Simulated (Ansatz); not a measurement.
Base system: Se (space group P3_121, No. 152; a = 4.535 Å, c = 5.041 Å; made of chains).

Level of theory: Ansatz (an electronic-structure program), PBE, PAW, cutoff 420 eV, no SOC.

Carriers are added at fixed cell with a uniform background; the Fermi–Dirac width is that of 300 K.

One change was made to it. Results:

The gap between the host's bands rises by 0.04 eV, from 1.04 eV to 1.08 eV; the Fermi level relative to the doped band's edge (positive inside the band; to 0.05 eV) amounts to +0.40 eV; the gap character stays indirect, L → H.

### Question
Which of these changes matches the shifts?
(A) electrons 1.0×10^22 cm⁻³
(B) holes 1.5×10^21 cm⁻³
(C) holes 5.0×10^21 cm⁻³

### Answer
C, holes 5.0×10^21 cm⁻³. For comparison, the Fermi level from band edge in the other runs: holes 1.5×10^21 cm⁻³ gives +0.15 eV; electrons 1.0×10^22 cm⁻³ gives +0.70 eV.

Carriers are added with a uniform compensating background; total energy and stress of such cells depend on the potential's zero and are not compared; many-body gap narrowing is missing at this level. Stability against distortions was not tested. No dispersion term is included, though the crystal is made of layers, chains or molecules, so its spacings can come out too wide.
